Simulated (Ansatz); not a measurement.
System: BAs (model structure, P6₂22, No. 180, 6 atoms in the cell). Method: LDA (plane waves, PAW; Ansatz, an electronic-structure program).

Settings: plane-wave cutoff 520 eV, 18×18×8 k mesh (along the axes of the cell as run), Fermi–Dirac smearing 0.05 eV, scalar-relativistic PAW data made under PBE.

Cell (relaxed at this level):

```xyz
6
Lattice="3.4054 0.0000 0.0000 -1.7027 2.9492 0.0000 0.0000 0.0000 7.3510" Properties=species:S:1:pos:R:3 pbc="T T T"
B      1.7027     0.0000     4.9007
B     -0.8513     1.4745     2.4503
B      0.8514     1.4746     0.0000
As     1.7027     0.0000     1.2252
As    -0.8513     1.4746     6.1258
As     0.8514     1.4746     3.6755
```

**Question.** Give the computed band gap and smallest direct gap on the k points sampled.

**Answer.** 
- band gap: 0.32 eV (indirect)
- smallest direct gap on the k points sampled: 2.22 eV

Note: the relaxation could raise the start's symmetry but not lower it, so the cell can be a saddle point.

Spin–orbit coupling is not included.

The computed numbers hold no vibrational or temperature effects.

Cost on a shared machine: roughly 100 core-seconds.

A model structure was made by putting elements into a prototype or built by hand; it is no filed structure, need not be a known phase, and can be a saddle point held by its symmetry.
